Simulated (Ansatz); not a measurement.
Ansatz (an electronic-structure program) run on CaAl2Zn2 (I4mm, 5 atoms in the cell): relaxation of the atoms.

Level of theory: LDA (PW92), default PAW files made with PBE (plane waves; Ansatz).

The change in words: one atom moved by 0.15 angstrom; relax: default → atoms; relax.f_tol: default → 0.05 eV/Å. Reference geometry:
```
CELL_PARAMETERS angstrom
     -2.05088     2.05088     5.72521
      2.05088    -2.05088     5.72521
      2.05088     2.05088    -5.72521
ATOMIC_POSITIONS crystal
  Ca 0.00000 0.00000 0.00000
  Al 0.25000 0.75000 0.50000
  Al 0.75000 0.25000 0.50000
  Zn 0.39187 0.39187 0.00000
  Zn 0.60813 0.60813 0.00000
```

Reference input (self-consistent single point, DFT, LDA (PW92), plane waves, default PAW files made with PBE): basis.ecutwfc = 420 eV; kpoints.mp_grid.grid = 9 9 9; hamiltonian.xc = lda; hamiltonian.pseudopotentials = {kind: paw} (the program's default PAW files); scf.occupations.method = gaussian; scf.occupations.width = 0.1 eV. This run's input differs from it in these lines:

```diff
@@ -6,3 +6,3 @@
   atoms:
-    - { symbol: Ca, position_ang: [0.000000, 0.000000, 0.000000] }
+    - { symbol: Ca, position_ang: [0.000000, -0.000000, 0.150000] }
     - { symbol: Al, position_ang: [2.050883, 0.000000, 2.862605] }
@@ -20,2 +20,4 @@
   occupations: { method: gaussian, width: 0.1 eV }
+relax:
+  f_tol: 0.05
 output:
```

Log, with long lists cut:

```
   [... SCF lines of the steps left out ...]
relax step   1: F+E_penalty+E_count = -9292.43384800 eV  Δ(F+E_penalty+E_count) = +0.000e0 eV  max|allowed force component| = 3.531e-1 eV/Å  Δτ_max = 0.0000 Å  (6 SCF iters, dr2 threshold 6.25e-5 eV, accepted)
relax step   2: F+E_penalty+E_count = -9292.45928219 eV  Δ(F+E_penalty+E_count) = -2.543e-2 eV  max|allowed force component| = 6.570e-2 eV/Å  Δτ_max = 0.0977 Å  (6 SCF iters, dr2 threshold 7.79e-6 eV, accepted)
relax step   3: F+E_penalty+E_count = -9292.46020064 eV  Δ(F+E_penalty+E_count) = -9.184e-4 eV  max|allowed force component| = 5.993e-3 eV/Å  Δτ_max = 0.0222 Å  (7 SCF iters, accepted)
the relaxation is at rest under the 8 symmetry operations that the run kept from its start: a minimum is not shown …
Free energy (F): -9292.460201 eV
Internal energy: -9292.451853 eV  (E = F + TS)
E sigma→0 (E₀):  -9292.456027 eV
Entropy (-TS):   -0.008348 eV (-1.670 meV/atom)
Fermi energy:    7.820489 eV
--- Forces (eV/Å), atoms counted from 1 ---
  atom   1  Ca    -0.00000000     0.00000000    -0.00048856
  atom   2  Al    -0.00000000     0.00000000    -0.00105948
  atom   3  Al     0.00000000    -0.00000000    -0.00105948
  atom   4  Zn    -0.00000000     0.00000000     0.00598384
  atom   5  Zn     0.00000000    -0.00000000    -0.00342026
--- Stress (GPa, compression-positive) ---
   [... lines left out ...]
    - { symbol: Al, position: [0.2526326594310035, 0.7526326594310035, 0.49999999999999994] }
    - { symbol: Al, position: [0.7526326594310035, 0.2526326594310035, 0.49999999999999994] }
    - { symbol: Zn, position: [0.3946076506270638, 0.3946076506270638, -9.83679525719229e-34] }
    - { symbol: Zn, position: [0.6105924691791194, 0.6105924691791194, 9.648980550611054e-34] }
```

The run converged.  The full log also holds: “iter 5 did not close the SCF: its close was put off for the readings that it lacked (scf_convergence_deferred on its scf_iter line)”.

Summary of the result:
Free energy E − TS (on the zero of these files): -9292.4602 eV
Fermi level (on the code's own zero): 7.82 eV
Pressure: -4.48 GPa
Largest force (vector length): 0.006 eV/Å
Relaxation steps: 3

The starting cell comes from a database of computed structures (which also holds hypothetical and non-ambient phases and stackings), without a prior relaxation at this level. Its lattice was rescaled by up to half a per cent. For this run, on top of that: one atom moved by 0.15 angstrom. The relaxation keeps the symmetry of its start, so its end need not be a minimum. Ansatz's pressure includes its estimate of the finite-basis (Pulay) stress.

Cost on one core of a shared machine: roughly 50 s.

Keys are those of Ansatz 0.2.
